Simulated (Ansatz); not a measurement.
We consider PbS (model structure, P6₃/mmc, No. 194, 4 atoms in the cell), described by r²SCAN+rVV10 (PAW; Ansatz, an electronic-structure program).

Run with plane-wave cutoff 560 eV, 18×18×10 k mesh (along the axes of the cell as run), Fermi–Dirac smearing 0.05 eV, scalar-relativistic PAW data made under PBE.

Cell (relaxed at this level):

Space group P6₃/mmc (No. 194); a = b = 4.092 Å, c = 7.316 Å, α = β = 90.00°, γ = 120.00°

```json
[
 {"atom": "Pb", "site": "2a", "symmetry": "-3m.", "x": "0.0000", "y": "0.0000", "z": "0.0000"},
 {"atom": "S", "site": "2c", "symmetry": "-6m2", "x": "0.3333", "y": "0.6667", "z": "0.2500"}
]
```

Question: What does this level give for the band gap?

Answer: 
* **band gap**: 0.10 eV (under three smearing widths, so not firm)

Note: the relaxation could raise the start's symmetry but not lower it, so the cell can be a saddle point.

Spin–orbit coupling is not included; it can close the smallest gap of 0.10 eV.

The computed numbers hold no vibrational or temperature effects.

Cost on a shared machine: around 5 core-minutes (rough).

A model structure was made by putting elements into a prototype or built by hand; it is no filed structure, need not be a known phase, and can be a saddle point held by its symmetry.
